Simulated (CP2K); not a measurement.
CP2K run on TiPd (Pm-3m, 2 atoms in the cell): self-consistent single point.

Level of theory: CP2K with PBEsol-D3(BJ)+ATM, GPW, DZVP-MOLOPT-SR-GTH basis, GTH-PBE potentials (GTH_POTENTIALS).

```
TiPd
1.0
    3.14089     0.00000     0.00000
    0.00000     3.14089     0.00000
    0.00000     0.00000     3.14089
Ti Pd
1 1
Direct
  0.50000   0.50000   0.50000
  0.00000   0.00000   0.00000
```

Reference input (self-consistent single point, DFT PBEsol, GPW, DZVP-MOLOPT-SR-GTH basis, GTH-PBE potentials (GTH_POTENTIALS)): CUTOFF = 600 Ry; REL_CUTOFF = 40 Ry; SMEAR/METHOD = MARZARI_VANDERBILT; SIGMA = 0.1 eV; KPOINTS/SCHEME = MONKHORST-PACK 7 7 7; XC_FUNCTIONAL = PBE:PBESOL; Ti/BASIS_SET = DZVP-MOLOPT-SR-GTH-q12; Ti/POTENTIAL = GTH-PBE-q12; Pd/BASIS_SET = DZVP-MOLOPT-SR-GTH-q18; Pd/POTENTIAL = GTH-PBE-q18; METHOD = GPW; EPS_DEFAULT = 1e-10. This run's input differs from it in these lines:

```diff
@@ -48,2 +48,12 @@
       &END XC_FUNCTIONAL
+      &VDW_POTENTIAL
+        DISPERSION_FUNCTIONAL PAIR_POTENTIAL
+        &PAIR_POTENTIAL
+          TYPE DFTD3(BJ)
+          PARAMETER_FILE_NAME dftd3.dat
+          REFERENCE_FUNCTIONAL PBEsol
+          R_CUTOFF 15
+          CALCULATE_C9_TERM T
+        &END PAIR_POTENTIAL
+      &END VDW_POTENTIAL
     &END XC
```

The program printed (abridged):

```
 SCF WAVEFUNCTION OPTIMIZATION

  Step     Update method      Time    Convergence         Total energy    Change
     1 NoMix/Diag. 0.20E+00      -     1.69432199      -185.9134337107 -1.86E+02
     2 Broy./Diag. 0.20E+00      -     0.96036719      -190.4249045797 -4.51E+00
     3 Broy./Diag. 0.20E+00      -     0.05852012      -187.1064562300  3.32E+00
     4 Broy./Diag. 0.20E+00      -     0.13232500      -186.1649139397  9.42E-01
     5 Broy./Diag. 0.20E+00      -     0.06417340      -185.2613673837  9.04E-01
     6 Broy./Diag. 0.20E+00      -     0.00893159      -185.1913743395  7.00E-02
   [... 4 lines left out ...]
    11 Broy./Diag. 0.20E+00      -     0.00008002      -185.2943144792  4.95E-03
    12 Broy./Diag. 0.20E+00      -     0.00001192      -185.2945420818 -2.28E-04
    13 Broy./Diag. 0.20E+00      -     0.00001412      -185.2946904198 -1.48E-04
    14 Broy./Diag. 0.20E+00      -     0.00000034      -185.2948085710 -1.18E-04
  *** SCF run converged in    14 steps ***

  Overlap energy of the core charge distribution:               0.00000000000000
  Self energy of the core charge distribution:               -329.82276809710942
  Core Hamiltonian energy:                                     79.62378228646531
  Hartree energy:                                              84.63439387692389
  Exchange-correlation energy:                                -19.68772949432752
  Dispersion energy:                                           -0.04236660874895
  Smearing free energy correction:                             -0.00012053433720
  Fermi energy:                                                 0.51039938885975

  Total energy:                                              -185.29480857103576

   [... lines left out ...]

 STRESS| Analytical stress tensor [bar]
 STRESS|                        x                   y                   z
 STRESS|      x       -6.10544743282E+04   5.84519727563E+00   5.84519726805E+00
 STRESS|      y        5.84519727563E+00  -6.10544743283E+04   5.84519726788E+00
 STRESS|      z        5.84519726805E+00   5.84519726788E+00  -6.10544743285E+04
 STRESS| 1/3 Trace                                            -6.10544743283E+04
```

The run converged in 14 iterations. Against the reference run the pressure goes from -0.62 to -6.11 GPa.

The starting cell comes from a database of published, mostly measured structures (it also holds non-ambient and calculated ones), without a prior relaxation at this level. Its lattice was rescaled by a random factor within 2.5 % of one. Spin polarisation is off. Values carry the incompleteness of an atom-centred basis. The potentials were made for another functional than the one used. With a pressure of about -6 GPa the cell is away from its equilibrium volume at this level.

Cost on one core of a shared machine: roughly 2 min.
